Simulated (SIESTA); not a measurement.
Worked example: self-consistent single point of LaNi2B2C (I4mm, 6 atoms in the cell) in SIESTA.

Level of theory: GGA PBEsol, numerical atomic orbitals DZP, PseudoDojo PBEsol standard norm-conserving potentials (rewritten from UPF to PSML) (SIESTA).

```yaml
crystal:
  lattice:
    - [-1.87976, 1.87976, 4.88465]
    - [1.87976, -1.87976, 4.88465]
    - [1.87976, 1.87976, -4.88465]
  atoms:
    - { symbol: La, position: [0.00512, 0.00512, 0.00000] }
    - { symbol: Ni, position: [0.75000, 0.25000, 0.50000] }
    - { symbol: Ni, position: [0.25000, 0.75000, 0.50000] }
    - { symbol: B, position: [0.34813, 0.34813, 0.00000] }
    - { symbol: B, position: [0.65187, 0.65187, 0.00000] }
    - { symbol: C, position: [0.50000, 0.50000, 0.00000] }
```

Reference input (self-consistent single point, DFT, GGA PBEsol, numerical atomic orbitals DZP, PseudoDojo PBEsol standard norm-conserving potentials (rewritten from UPF to PSML)): XC.functional = GGA; XC.authors = PBEsol; potentials = PseudoDojo PBEsol standard; PAO.BasisSize = DZP; PAO.EnergyShift = 0.005 Ry; MeshCutoff = 300 Ry; kgrid.MonkhorstPack = 6 6 6; OccupationFunction = FD; ElectronicTemperature = 0.1 eV; MaxSCFIterations = 150; SCF.Mixer.Method = Pulay; SCF.Mixer.Weight = 0.2. This run's input differs from it in these lines:

```diff
@@ -34,8 +34,8 @@
 %block kgrid.MonkhorstPack
-    6   0   0  0.0
-    0   6   0  0.0
-    0   0   6  0.0
+    8   0   0  0.0
+    0   8   0  0.0
+    0   0   8  0.0
 %endblock kgrid.MonkhorstPack
 OccupationFunction           FD
-ElectronicTemperature        0.1 eV
+ElectronicTemperature        0.3 eV
```

The program printed (abridged):

```
        iscf     Eharris(eV)        E_KS(eV)     FreeEng(eV)     dDmax    Ef(eV) dHmax(eV)
   scf:    1   -10112.654782   -10316.889358   -10318.032649  1.460772 -4.543634 43.070076
   scf:    2   -10223.405289   -10368.679101   -10369.162650  0.925195 -7.518907 28.707569
   scf:    3   -10415.491991   -10399.242116   -10399.779840  0.211191 -6.831638  8.614670
   scf:    4   -10397.639005   -10401.549796   -10402.292388  0.197476 -6.156489  4.515146
   scf:    5   -10402.670530   -10402.218292   -10402.937781  0.040405 -6.228091  2.340095
   [... 4 lines left out ...]
   scf:   10   -10402.449141   -10402.448260   -10403.134891  0.002192 -6.343682  0.006918
   scf:   11   -10402.447773   -10402.448020   -10403.134893  0.000280 -6.343112  0.005053
   scf:   12   -10402.448215   -10402.448118   -10403.134894  0.000097 -6.343436  0.001263
   scf:   13   -10402.448078   -10402.448098   -10403.134894  0.000018 -6.343388  0.000086
SCF Convergence by DM+H criterion
max |DM_out - DM_in|         :     0.0000178211
max |H_out - H_in|      (eV) :     0.0000863350
SCF cycle converged after 13 iterations

Using DM_out to compute the final energy and forces

siesta: E_KS(eV) =           -10402.4481

siesta: E_KS - E_eggbox =    -10402.4481

siesta: Atomic forces (eV/Ang):
     1   -0.002155   -0.002155   -0.394122
     2    0.001665   -0.001746    0.198557
     3   -0.001746    0.001665    0.198558
     4   -0.002184   -0.002184   -0.985525
     5    0.002144    0.002144    1.069647
     6    0.000090    0.000090   -0.082648
   Tot   -0.002186   -0.002186    0.004467
   Max    1.069647
   Res    0.361821    sqrt( Sum f_i^2 / 3N )
   Max    1.069647    constrained

   [... lines left out ...]
siesta: FreeEng =    -10403.134894
siesta: Cell volume =         69.039510 Ang**3
siesta:          36.88558359          6.04563272  kBar
   [... lines left out ...]
              0.016   0.042   0.015   0.042   0.016

mulliken: Qtot =       57.000

Mulliken Atomic Populations:
Atom #   charge [q] valence [e]  Species
     1     1.278479    9.721521  La
     2     0.791284   17.208716  Ni
     3     0.791290   17.208710  Ni
     4    -1.431173    4.431173  B
     5    -1.437631    4.437631  B
     6     0.007752    3.992248  C
 Total    -0.000000
```

The run converged in 13 iterations. Against the reference run the free energy falls by 47.4 meV/atom, the pressure goes from 2.98 to 3.69 GPa and the largest force goes from 1.199 to 1.070 eV/Å.

The starting cell comes from a database of computed structures (which also holds hypothetical and non-ambient phases and stackings), without a prior relaxation at this level. Its lattice was rescaled by up to half a per cent. One atom was moved a little off its site on purpose. Spin polarisation is off. Values carry the incompleteness of an atom-centred basis. With a pressure of about 4 GPa the cell is away from its equilibrium volume at this level. Forces in this geometry exceed 1 eV/Å.

Cost on one core of a shared machine: roughly 3 min.
